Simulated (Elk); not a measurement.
Band structure of SrTaO₃ (Pm-3m, 5 atoms in the cell).

```
CELL_PARAMETERS angstrom
      4.14456     0.00000     0.00000
      0.00000     4.14456     0.00000
      0.00000     0.00000     4.14456
ATOMIC_POSITIONS crystal
  Sr 0.00000 0.00000 0.00000
  Ta 0.50000 0.50000 0.50000
  O  0.50000 0.50000 0.00000
  O  0.00000 0.50000 0.50000
  O  0.50000 0.00000 0.50000
```

Method of the run: PBEsol, all-electron FP-LAPW, Elk's shipped species files, APW+lo basis with extra local orbitals run with Elk.

Settings: xctype = 22; rgkmax = 7.5; stype = 0; swidth = 0.00183747 Ha; ngridk = 6 6 6; gmaxvr = 14 1/bohr; nxlo = 2; lorbcnd = true; lmaxi = 3.

The starting cell comes from a database of computed structures (which also holds hypothetical and non-ambient phases and stackings), without a prior relaxation at this level. Its lattice was rescaled by a random factor within 2.5 % of one. Spin-orbit coupling is off. Spin polarisation is off. Values depend on the basis (sphere radii, cutoffs, local orbitals), which need not be converged.

Levels in eV from the Fermi level, bands 24 to 31:
```json
[
 {"point": "Γ", "24": "-4.80", "25": "-4.29", "26": "-4.29", "27": "-4.29", "28": "-1.09", "29": "-1.09", "30": "-1.09", "31": "0.66"},
 {"point": "X", "24": "-5.99", "25": "-5.40", "26": "-4.53", "27": "-4.53", "28": "-0.77", "29": "1.45", "30": "1.45", "31": "2.71"},
 {"point": "M", "24": "-5.25", "25": "-5.25", "26": "-5.25", "27": "-3.91", "28": "1.48", "29": "1.48", "30": "2.42", "31": "2.74"},
 {"point": "R", "24": "-7.36", "25": "-3.83", "26": "-3.83", "27": "-3.83", "28": "2.43", "29": "2.43", "30": "2.43", "31": "2.80"}
]
```

Bands cross the Fermi level along this path, so the cell is metallic at this level.
